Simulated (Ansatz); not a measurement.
Results of PBEsol-D3(BJ) (plane waves, PAW; Ansatz, a quantum-chemistry and plane-wave program) for Ti5Te4 (I4/m, No. 87).

Numerical settings: plane-wave cutoff 520 eV, 16×16×16 k mesh, Fermi–Dirac smearing 0.05 eV, no spin polarisation, scalar-relativistic PAW data made under PBE.

Shape and atoms are relaxed at each volume.

Pressure at four volumes; x = ln(V/19.505 Å³). One pressure is withheld.

```json
[
 {"V (Å³/atom)": "18.724", "x": "-0.0409", "P (GPa)": "4.12"},
 {"V (Å³/atom)": "19.505", "x": "0.0000", "P (GPa)": "-0.01"},
 {"V (Å³/atom)": "19.895", "x": "0.0198", "P (GPa)": "-1.74"},
 {"V (Å³/atom)": "20.285", "x": "0.0392", "P (GPa)": "?"}
]
```

Problem. Pass a parabola P(x) through the three rows shown, estimate the bulk modulus and its pressure derivative near zero pressure, and predict the withheld pressure.

Solution. Slopes between the rows: (-0.01 − (4.12))/(0.0000 − (-0.0409)) = -100.98 and (-1.74 − (-0.01))/(0.0198 − (0.0000)) = -87.37 GPa. Their difference over the span 0.0607 is c = 13.61/0.0607 = 224.2 GPa, so P(x) = 4.12 + (-100.98)(x − (-0.0409)) + 224.2 (x − (-0.0409))(x − (0.0000)). At the middle row B = −dP/dx = −[-100.98 + 224.2 × 0.0409] = 91.8 GPa, and B′ = dB/dP = 2c/B = 4.9. At x = 0.0392 the parabola gives -3.26 GPa; the run gives -3.29 GPa. The Birch–Murnaghan fit to the energies at all volumes has B0 = 91.9 GPa and B′ = 4.8.

Note: the volume lies 10 % below that of the published cell.

Spin–orbit coupling is not included.
